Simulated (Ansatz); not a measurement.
Results of PBEsol (plane waves, PAW; Ansatz, an electronic-structure program) for TaRu (P4/mmm, No. 123, 2 atoms in the cell; start mp-1601).

Run with plane-wave cutoff 520 eV, 18×18×16 k mesh (along the axes of the cell as run), Fermi–Dirac smearing 0.05 eV, no spin polarisation, scalar-relativistic PAW data made under PBE.

Cell (relaxed at this level):

```
RuTa
1.0
    3.02699     0.00000     0.00000
    0.00000     3.02699     0.00000
    0.00000     0.00000     3.37951
Ta Ru
1 1
Direct
  0.50000   0.50000   0.50000
  0.00000   0.00000   0.00000
```

### Question
What does this level give for the bulk modulus?

### Answer

* **bulk modulus**: 274 GPa

Note: the run has no spin polarisation, so it can have missed a magnetic state; the bulk modulus is −V dP/dV from two relaxed cells at ±2 % in volume; the relaxation could not lower the start's symmetry, so the cell can be a saddle point above a distorted one.

Spin–orbit coupling is not included.

Static lattice: no zero-point or thermal effects.

A start named mp-… is a Materials Project structure, which need not be a measured phase.
